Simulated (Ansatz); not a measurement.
**A computed series for Mo3Ge: response to strain**

The reference is Mo3Ge in the A15 (Cr3Si type) structure (space group Pm-3n, No. 223; a cell from a computed database, its experimental status unchecked).

```
CELL_PARAMETERS angstrom
      4.90795     0.00000     0.00000
      0.00000     4.90795     0.00000
      0.00000     0.00000     4.90795
ATOMIC_POSITIONS crystal
  Ge 0.00000 0.00000 0.00000
  Ge 0.50000 0.50000 0.50000
  Mo 0.25000 0.00000 0.50000
  Mo 0.75000 0.00000 0.50000
  Mo 0.50000 0.75000 0.00000
  Mo 0.50000 0.25000 0.00000
  Mo 0.00000 0.50000 0.75000
  Mo 0.00000 0.50000 0.25000
```

Cartesian axes are those of the cell as printed.

Strains are applied to the cell and any free atomic positions relax; under biaxial strain the out-of-plane vector relaxes too.

Calculations: DFT with PBEsol, PAW potentials and a 420 eV plane-wave cutoff in Ansatz (an electronic-structure program), scalar-relativistic without spin-orbit coupling.

Notes on the quantities. pressure: mean of the normal stresses, compression positive; energy relative to the base: free energy F.

```csv
case,pressure,energy relative to the base,volume per atom
base,0.0 GPa,0 meV/atom,14.78 Å³
"biaxial strain +1.29 %, plane normal [111], relaxed out of plane",-3.5 GPa,+6.3 meV/atom,14.99 Å³
isotropic strain +2.97 %,-18.6 GPa,+85 meV/atom,16.13 Å³
uniaxial strain ε_yy = +3.24 %,-7.4 GPa,+21 meV/atom,15.26 Å³
```

Without a gap, meshes like the base's 10×10×10 leave anisotropic stresses uncertain by several tenths of a GPa, and small strain energies with them. No phonon test of stability was made. The final runs are not spin-polarised.
